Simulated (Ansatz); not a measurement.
chalcopyrite CuGaSe2: the defect V_Ga

The numbers are results of PBE, PAW (plane waves to 420 eV; Ansatz, an electronic-structure program), not measurements. Cell and caveats: 64-site cell; 2×2×2 shifted k-points; start: the Ga site; no Hubbard U; the functional closes the host's gap; energies good to tenths of an eV.

Neighbours after relaxation, in Å: of the emptied site: Se 2.32, Se 2.32, Se 2.32, Se 2.33.

| charge | moment (μB) | largest move off a lattice site (Å) |
|---|---|---|
| 0† | fractional | 0.15 |

† Not settled in this cell, so no level is given: charge 0: fractional moment.

All states together cost around 2.5 core-hours (rough).
